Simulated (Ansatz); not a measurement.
**Defect calculation: Al on the Si site + Fe interstitial in silicon**

Calculation: PBE, PAW (plane waves to 420 eV; Ansatz, a program for electronic structure). The supercell holds 64 host sites (2×2×2 repeats of the unit cell), with a 2×2×2 shifted k-point sampling for the final energies. Sites at the start: the Si site; void 2.37 Å away. Charged cells carry a point-charge image correction with potential alignment at far atoms. Dielectric constants: PBE linear response of the host. Host gap at this level: 0.61 eV. A cell of this size leaves errors of a few tenths of an eV. Levels are measured in PBE's own, too narrow, gap. Spin–orbit coupling is left out, and no Hubbard U is applied to the open shells. Each state is the lowest found from its start.

```csv
charge,moment (μB),largest move off a lattice site (Å),image correction with alignment (eV),above the lowest spin state (eV)
+1†,4.0,0.18,0.26,0.00
+1†,not spin-polarised,0.17,0.33,0.35
0†,3.0,0.17,0.00,0.00
0†,3.0,0.17,0.00,0.00
−1†,2.0,0.12,-0.05,0.00
−1†,not spin-polarised,0.12,-0.05,0.61
```

† Not settled in this cell, so no level is given: charge +1: a level filled in part, carriers not clearly localised, level within 0.1 eV of a band edge or past it; charge 0: carriers not clearly localised; charge −1: carriers not clearly localised.

Starting moments that weren't kept: charge 0 began with 1 μB and ended with 3.0.

Flagged in the runs: a doubtful potential alignment, a strain field that reaches the edge of the cell.
